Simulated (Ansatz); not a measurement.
Functionals compared on the (310) surface of tetragonal indium in its 1x1 cell, outermost plane spacing 1.05 Å in the ideal cut, in Ansatz (plane waves, PAW). The structure was relaxed with PBE; the other rows are single points on it, each with its references at the same level. Cutoff 420 eV (500 eV for r2SCAN).

Set-up: 11 atoms, 10.5 Å thick at the start; mesh 9x7x1; 0.1 eV smearing; dipole correction on; all atoms relaxed; held to the part of the start's symmetry that mesh and held atoms allow; no spin, no spin-orbit, no U. These notes are the PBE run's.

```csv
functional,surface energy (J/m²),work function of the top face (eV),rough cost of the single point
PBE,0.39,3.88,–
LDA,0.57,4.16,around 2.8 core-minutes (rough)
PBEsol,0.52,3.96,very roughly 3.0 core-minutes
RPBE,0.29,3.75,very roughly 3 core-minutes
r2SCAN,0.42,4.00,roughly 5 core-minutes
```

Ansatz is a program for electronic structure.
